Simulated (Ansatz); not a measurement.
C on the N site in beta Si3N4, relaxed from 2 sites or starts (the N(2,3-fold) site; the N(1,3-fold) site); at each charge the lowest end counts.

Computed with PBE, PAW (plane waves to 420 eV; Ansatz, an electronic-structure program). Details: 84-site cell; 2×2×2 shifted k-points; host gap 4.25 eV; charged states image-corrected; energies good to tenths of an eV; flagged in the runs: for some of the defects a doubtful potential alignment, a host whose relaxation on this sampling wasn't shown to rest.

| charge | neighbours at the lowest end (Å) | corrected energy + q E_VBM, against the first (eV) |
|---|---|---|
| +1 | N 1.69, Si 1.91, Si 1.91, Si 1.91, N 2.73, N 2.73, N 2.74 | 0.00 |
| 0 | Si 1.81, Si 1.81, Si 1.81 | 0.27 |
| −1 | Si 1.74, Si 1.75, Si 1.75 | 1.42 |

Charges from +1 to −1 were run. The lines E(q) + q E_F give the stable charge, which changes above the valence-band maximum at (+1/0) at 0.27 eV; (0/−1) at 1.15 eV.
